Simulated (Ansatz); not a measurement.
Start from ZnS in the zinc blende structure (space group F-43m, No. 216; a = 5.357 Å). Axes: x, y, z lie along the cube axes.

Level of theory: PBEsol (Ansatz, a first-principles code, PAW, no SOC).

One thing is altered: an isotropic linear strain of +2.50 %, atoms relaxed at fixed cell.

Task: Predict the stress tensor and what it implies for the stiffness.

Result: Stress of the strained cell less that of the base (GPa, compression positive):
```
  -4.96    0.00    0.00
   0.00   -4.96    0.00
   0.00    0.00   -4.96
```

Then B = −ΔP/(ΔV/V₀) with ΔV/V₀ = 0.0769 gives secant stiffness values (nonlinear terms included at this strain): B ≈ 64 GPa.

As a check, the harmonic strain energy −½ V₀ Δσ:ε is 22 meV/atom; the computed energy rise is 25 meV/atom.

Stability against distortions was not tested.
